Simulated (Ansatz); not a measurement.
Candidates (primitive cells; geometry: cell and atoms relaxed with PBE):
A. monolayer PtS2, a = b = 3.5753 Å, c = 18.7926 Å, α = β = 90.00°, γ = 120.00°
B. monolayer TiS2, a = b = 3.4133 Å, c = 18.7837 Å, α = β = 90.00°, γ = 120.00°
C. monolayer PtSe2, a = b = 3.748 Å, c = 18.982 Å, α = β = 90.00°, γ = 120.00°
D. monolayer SnSe2, a = b = 3.868 Å, c = 19.100 Å, α = β = 90.00°, γ = 120.00°

### Question
Order them by band gap (highest first) at the level HSE06, rigid bands run with Ansatz (an electronic-structure program).

### Answer
A (2.58 eV), C (1.94 eV), D (1.41 eV), B (0.75 eV)

Spin-orbit coupling is left out.

Model free-standing layer, not matched to a measured one here: monolayer PtS2, monolayer PtSe2, monolayer SnSe2. The missing spin-orbit coupling matters most for monolayer PtS2, monolayer PtSe2.
